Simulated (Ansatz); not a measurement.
# Ga2O3, pressure series

Start from Ga2O3 in the corundum structure (space group R-3c, No. 167; a = 4.9845 Å, c = 13.4410 Å (hexagonal axes)).

Cell and atoms are relaxed at each pressure.

Calculations: DFT with r2SCAN, PAW potentials and a 500 eV plane-wave cutoff in Ansatz (a quantum-chemistry and plane-wave program), no spin-orbit coupling, earlier PAW set.

Candidates:
(a) pressure −2 GPa
(b) pressure 3 GPa
(c) pressure 7 GPa
(d) pressure 30 GPa
(e) pressure −1 GPa

For the base:

```
Item       Result
--------  -------
Band gap  3.57 eV
```

Order them by band gap, lowest first.

(a) pressure −2 GPa (3.47 eV), (e) pressure −1 GPa (3.52 eV), (b) pressure 3 GPa (3.71 eV), (c) pressure 7 GPa (3.88 eV), (d) pressure 30 GPa (4.74 eV)

Load acts through the strain it causes; cell and atoms are relaxed under it. Whether these cells are dynamically stable was not tested. Competing high-pressure phases were not computed.
